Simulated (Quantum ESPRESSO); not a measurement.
Convergence study of the SCF threshold for Mo (Im-3m, 1 atom in the cell)

```
CELL_PARAMETERS angstrom
      1.56713     1.56713     1.56713
     -1.56713     1.56713     1.56713
     -1.56713    -1.56713     1.56713
ATOMIC_POSITIONS crystal
  Mo 0.00000 0.00000 0.00000
```

Method of the run: LDA (PZ), GBRV 1.5 ultrasoft (LDA) pseudopotentials (plane waves; Quantum ESPRESSO 7.5).

Base settings: ecutwfc = 40 Ry; ecutrho = 320 Ry; occupations = smearing; smearing = fermi-dirac; degauss = 0.0073499 Ry; potentials = {Mo: mo_lda_v1.uspp.F.UPF}; K_POINTS = automatic 15 15 15 0 0 0; conv_thr = 1e-09 Ry.

The mesh stays at the base's, so the ladder's end is converged at best in this setting alone.

Only quantities that move along the ladder and can be compared are tabulated.

The count of work is k-points × plane waves × bands × iterations; it is no time. 

The starting cell has typed, rounded lattice constants, without a prior relaxation at this level. Its lattice was rescaled by up to half a per cent. Spin polarisation is off. In the base run, with a pressure of about -6 GPa the cell is away from its equilibrium volume at this level.

Steps (conv_thr): 0.0073 Ry; 0.00073 Ry; 7.3e-05 Ry; 7.3e-06 Ry; 7.3e-07 Ry; 7.3e-08 Ry; 7.3e-09 Ry; 1e-09 Ry; 7.3e-10 Ry; 7.3e-12 Ry; 7.3e-14 Ry.

**Question.** What is the coarsest conv_thr that holds the free energy within 2 meV/atom of the last step, with all finer ones?

**Answer.** 0.00073 Ry, at 0.30 of the last step's count of work; the step before is off by 18 meV/atom.

```csv
conv_thr,free energy less the last step's (meV/atom),count of work / last
0.0073 Ry,18.07,0.20
0.00073 Ry,0.15,0.30
7.3e-05 Ry,0.15,0.30
7.3e-06 Ry,0.04,0.40
7.3e-07 Ry,0.00,0.50
7.3e-08 Ry,0.00,0.60
7.3e-09 Ry,0.00,0.60
1e-09 Ry,0.00,0.70
7.3e-10 Ry,0.00,0.70
7.3e-12 Ry,0.00,0.80
7.3e-14 Ry,0.00,1.0
```
